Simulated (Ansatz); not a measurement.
Here is the system:

```yaml
crystal:
  lattice:
    - [7.30016, 0.00000, 0.00000]
    - [0.00000, 4.01941, 0.00000]
    - [-0.19690, 0.00000, 7.89471]
  atoms:
    - { symbol: La, position: [0.67919, 0.00000, 0.74722] }
    - { symbol: La, position: [0.13690, 0.50000, 0.82521] }
    - { symbol: La, position: [0.86310, 0.50000, 0.17479] }
    - { symbol: La, position: [0.32081, 0.00000, 0.25278] }
    - { symbol: O, position: [0.00000, 0.00000, 0.00000] }
    - { symbol: S, position: [0.50000, 0.50000, 0.00000] }
    - { symbol: S, position: [0.70391, 0.00000, 0.37807] }
    - { symbol: O, position: [0.16325, 0.50000, 0.25454] }
    - { symbol: O, position: [0.83675, 0.50000, 0.74546] }
    - { symbol: S, position: [0.29609, 0.00000, 0.62193] }
```

No spin polarisation.

All numbers come from Ansatz (a first-principles code), PBE, PAW, cutoff 420 eV, without spin-orbit coupling. Settings: 5×8×4 k-points, 0.05 eV Fermi–Dirac smearing.

Problem. What gap character (in this cell's own zone, which can be folded) does the calculation give?

Solution. Indirect, B → Γ.

Problem. What is the computed band gap?

Solution. 2.39 eV.

Each cell is one ordered arrangement of few atoms, which overstates ordering effects compared with a random alloy. No phonon test of stability was made. The cell was made from La2O3 by this change: x(S) = 0.5, 10 atoms, P2/m.
